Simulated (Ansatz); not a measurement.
Step by step: formation energy of Si_Mo in Mo (bcc, Im-3m)

Consider the formation energy of Si_Mo in Mo (bcc, Im-3m). Reaction: Si (diamond) + 63 Mo (bcc) → cell A.

A: a supercell of 64 sites of Mo (bcc, Im-3m) with Si on a Mo site (8 Mo at 2.74 Å); spin state with PBE: run without spin.

Method: Ansatz (a first-principles code), PAW, neutral cells at 0 K with nuclei at rest, on structures from PBE. Ansatz runs with its default PAW set. Larger cells are relaxed from a start prepared with the learned potential CHGNet, on a coarser mesh till forces fall under 0.03 eV/Å, which some starts already meet. A dispersion term (D3(BJ), or D4 for r2SCAN) was computed beside these levels and is taken off wherever the name lacks it. Mesh and cell size may move defect energies by 0.1 eV or more. Cell A has symmetry Im-3m within 0.02 Å and got no random move, so less symmetric positions, which may lie lower, weren't tried.

Total energies of the cells in eV, at zero smearing width. They compare only within one column; the weights balance every element.

```csv
cell,atoms,weight,PBE
A: Mo:Si_Mo,64,+1,-312865.78160
Si (diamond),2,−1/2,-1271.61962
Mo (bcc),64,−63/64,-317185.64310
```

PBE: (-312865.78160) − 1/2 × (-1271.61962) − 63/64 × (-317185.64310) = -0.354 eV.
